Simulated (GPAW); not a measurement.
GPAW run on NiO (Fm-3m, 4 atoms in the cell): self-consistent single point.

Level of theory: PBE, GPAW PAW datasets PBE (gpaw-data 1.0.1) (plane waves; GPAW).

The change in words: lattice scaled by 0.98. Reference geometry:
```xyz
4
Lattice="4.2816 2.1408 2.1408 2.1408 4.2816 2.1408 2.1408 2.1408 4.2816" Properties=species:S:1:pos:R:3 pbc="T T T"
Ni     0.0000     0.0000     0.0000
Ni     4.2816     4.2816     4.2816
O      2.1408     2.1408     2.1408
O      6.4224     6.4224     6.4224
```
Moments meant for the start (each program seeds them in its own way; μB, in the order of the atoms Ni Ni O O): 2.0 -2.0 0.0 0.0.

Reference input (self-consistent single point, DFT PBE, plane waves, GPAW PAW datasets PBE (gpaw-data 1.0.1)): spinpol = true; mode = pw; ecut = 950 eV; xc = PBE; kpts = 7 7 7; mesh shift (steps) = 0 0 0; occupations.name = fermi-dirac; occupations.width = 0.05 eV; nbands = -8; convergence.density = 1e-05 e/electron; convergence.bands = -6; symmetry.symmorphic = false. This run's input differs from it in these lines:

```diff
@@ -5,5 +5,5 @@
 atoms = Atoms(['Ni', 'Ni', 'O', 'O'],
-              cell=[[4.281574, 2.140787, 2.140787],
-                    [2.140787, 4.281574, 2.140787],
-                    [2.140787, 2.140787, 4.281574]],
+              cell=[[4.195943, 2.097971, 2.097971],
+                    [2.097971, 4.195943, 2.097971],
+                    [2.097971, 2.097971, 4.195943]],
               scaled_positions=[[0.000000, 0.000000, 0.000000],
```

The program printed (abridged):

```
     iter     time        total  log10-change:  magmom
                         energy   eigst   dens
iter:   1 --:--:--   -27.277024   +0.55           -0.0000
iter:   2 --:--:--   -27.894194   -0.32  -1.24    +0.0000
iter:   3 --:--:--   -27.251625   -0.92  -1.29    -0.0000
iter:   4 --:--:--   -27.240081   -1.73  -1.63    +0.0000
iter:   5 --:--:--   -27.345976   -1.91  -1.66    -0.0000
iter:   6 --:--:--   -27.271796   -2.20  -2.11    -0.0000
iter:   7 --:--:--   -27.234199   -2.75  -2.14    -0.0000
iter:   8 --:--:--   -27.234587   -4.28  -3.02    +0.0000
iter:   9 --:--:--   -27.235188c  -4.72  -3.10    +0.0000
   [... lines left out ...]
iter:  16 --:--:--   -27.234422c  -8.15c -4.59    -0.0000
iter:  17 --:--:--   -27.234422c  -8.22c -4.70    -0.0000
iter:  18 --:--:--   -27.234423c  -7.33  -4.59    -0.0000
iter:  19 --:--:--   -27.234425c  -7.74c -4.45    -0.0000
iter:  20 --:--:--   -27.234421c  -6.80  -4.28    -0.0000
iter:  21 --:--:--   -27.234423c  -7.91c -4.70    -0.0000
iter:  22 --:--:--   -27.234422c  -7.35  -4.51    -0.0000
iter:  23 --:--:--   -27.234422c  -7.84c -4.78    -0.0000
iter:  24 --:--:--   -27.234422c  -8.02c -4.90    -0.0000
iter:  25 --:--:--   -27.234422c  -7.41c -4.76    -0.0000
iter:  26 --:--:--   -27.234421c  -8.54c -5.19c   -0.0000
Converged after 26 iterations.

Dipole moment: (0.000000, 0.000000, 0.000000) |e|*Ang

Total magnetic moment: (0.000000, 0.000000, -0.000000)
Local magnetic moments:
   0 Ni ( 0.000000,  0.000000,  1.387983)
   1 Ni ( 0.000000,  0.000000, -1.387983)
   2 O  ( 0.000000,  0.000000, -0.000000)
   3 O  ( 0.000000,  0.000000, -0.000000)

Energy contributions relative to reference atoms: (reference = -86817.701497)

Kinetic:        +48.178861
Potential:      -41.497997
External:        +0.000000
XC:             -34.463682
Entropy (-ST):   -0.000005
Local:           +0.548400
SIC:             +0.000000
--------------------------
Free energy:    -27.234424
Extrapolated:   -27.234421

Spin contamination: 1.512994 electrons
Showing only first 2 kpts
                      Up                     Down
   [... lines left out ...]
Fermi level: 7.92251
Gap: 1.077 eV
Direct gap: 1.157 eV
   [... lines left out ...]
Energy (eV): -27.234421

Forces in eV/Ang:
  0 Ni    0.00000   -0.00000    0.00000
  1 Ni    0.00000    0.00000    0.00000
  2 O     0.00000    0.00000    0.00000
  3 O    -0.00000   -0.00000   -0.00000

Stress tensor:
    -0.020028     0.001684     0.001684
     0.001684    -0.020028     0.001684
     0.001684     0.001684    -0.020028
Stress (GPa, Voigt): [-3.2089 -3.2089 -3.2089  0.2699  0.2699  0.2699]
```

The run converged in 26 iterations. GPAW prints stress with tension positive. Against the reference run the free energy drops by 9.6 meV/atom and the gap on the mesh goes from 1.037 to 1.077 eV.

At such cutoffs GPAW's stress carries a finite-basis (Pulay) error, which enters relaxed cells too; its log prints stress with tension positive.

The starting cell has typed, rounded lattice constants, without a prior relaxation at this level. Its lattice was rescaled by a random factor within 2.5 % of one. For this run, on top of that: lattice scaled by 0.98. The magnetic order is the one reached from the typed start; others were not searched systematically.

Cost on one core of a shared machine: roughly 9 min.
